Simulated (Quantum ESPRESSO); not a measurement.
A user runs Quantum ESPRESSO on Sn2PdAu (P-3m1, 4 atoms in the cell) and asks whether the run is sound. The aim is a self-consistent single point with DFT, PBEsol, plane waves, GBRV 1.5 ultrasoft (PBESOL) pseudopotentials.

Cell that was meant: a = 4.1630 Å, b = 4.1630 Å, c = 5.6983 Å, α = 90.00°, β = 90.00°, γ = 120.00°.

Part of the input:

```fortran
  degauss = 0.0099958
/
&electrons
  conv_thr = 1.0d-2
/
ATOMIC_SPECIES
Sn   118.7100  sn_pbesol_v1.4.uspp.F.UPF
```

Output, abridged:

```
     Message from routine setup:
     using ibrav=0 with symmetry is DISCOURAGED, use correct ibrav instead
     G-vector sticks info
   [... lines left out ...]
        k(    2) = (   0.0714286   0.1237179   0.2739646), wk =   0.0408163
        k(    3) = (   0.0714286   0.2886751   0.0913215), wk =   0.0408163
   [... 53 lines left out ...]

     Dense  grid:    55849 G-vectors     FFT dimensions: (  45,  45,  64)

     Smooth grid:    19675 G-vectors     FFT dimensions: (  32,  32,  45)

     Initial potential from superposition of free atoms

     starting charge      52.4998, renormalised to      55.0000

     negative rho (up, down):  7.701E-02 0.000E+00
     Self-consistent Calculation

     iteration #  1     ecut=    40.00 Ry     beta= 0.70

---- Real-time Memory Report at c_bands before calling an iterative solver
           374 MiB given to the printing process from OS
           119 MiB allocation reported by mallinfo(arena+hblkhd)
------------------

     negative rho (up, down):  7.140E-02 0.000E+00

     total energy              =    -626.27044788 Ry
     estimated scf accuracy    <       8.18668657 Ry

     iteration #  2     ecut=    40.00 Ry     beta= 0.70

   [... lines left out ...]
           147 MiB allocation reported by mallinfo(arena+hblkhd)
------------------

     negative rho (up, down):  7.679E-02 0.000E+00

     total energy              =    -631.31250696 Ry
     estimated scf accuracy    <       0.02435125 Ry

     iteration #  6     ecut=    40.00 Ry     beta= 0.70

---- Real-time Memory Report at c_bands before calling an iterative solver
           456 MiB given to the printing process from OS
           148 MiB allocation reported by mallinfo(arena+hblkhd)
------------------

     negative rho (up, down):  7.667E-02 0.000E+00
     End of self-consistent calculation

     the Fermi energy is    13.1294 ev

!    total energy              =    -631.31745406 Ry
     estimated scf accuracy    <       0.00107600 Ry
     smearing contrib. (-TS)   =      -0.00028681 Ry
     internal energy E=F+TS    =    -631.31716725 Ry

     convergence has been achieved in   6 iterations

     negative rho (up, down):  7.667E-02 0.000E+00

     Forces acting on atoms (cartesian axes, Ry/au):

     atom    1 type  1   force =     0.00000000    0.00000000   -0.06030888
     atom    2 type  1   force =     0.00000000    0.00000000    0.06030888
     atom    3 type  2   force =     0.00000000    0.00000000    0.00000000
     atom    4 type  3   force =     0.00000000   -0.00000000    0.00000000

   [... lines left out ...]
     Total force =     0.085290     Total SCF correction =     0.075203
   [... lines left out ...]

     negative rho (up, down):  7.667E-02 0.000E+00
          total   stress  (Ry/bohr**3)                   (kbar)     P=      -38.70
  -0.00023457   0.00000000   0.00000000          -34.51        0.00        0.00
   0.00000000  -0.00023457   0.00000000            0.00      -34.51        0.00
   0.00000000   0.00000000  -0.00032000            0.00        0.00      -47.07

   JOB DONE.
```

**Question.** Is this run sound? If not, what is wrong?

**Answer.** The run is not sound. The fault is a convergence threshold that is too loose. A loop that stops early leaves an energy error of second order in the density error, but errors of first order in forces and stress. To fix it, tighten the threshold. The run converged in 6 iterations without an error; against the sound input the free energy goes up by 2.2 meV/atom, the pressure goes from -2.25 to -3.87 GPa and the largest force goes from 0.011 to 1.551 eV/Å. The full log also holds: “SCF correction compared to forces is large: reduce conv_thr to get better values”.

An input that runs soundly differs in these lines (not the only fix; some lines may just follow from the change or write a value another way):
```diff
-  conv_thr = 1.0d-2
+  conv_thr = 1.0e-11
```

With that input, the run converged in 15 iterations: free energy E − TS -8589.5203 eV; Fermi level (on the code's own zero) 13.13 eV; pressure -2.25 GPa; largest force (vector length) 0.011 eV/Å (DFT, PBEsol, plane waves, GBRV 1.5 ultrasoft (PBESOL) pseudopotentials).

On the sound input: the starting cell comes from a database of computed structures (which also holds hypothetical and non-ambient phases and stackings), without a prior relaxation at this level. Spin polarisation is off.
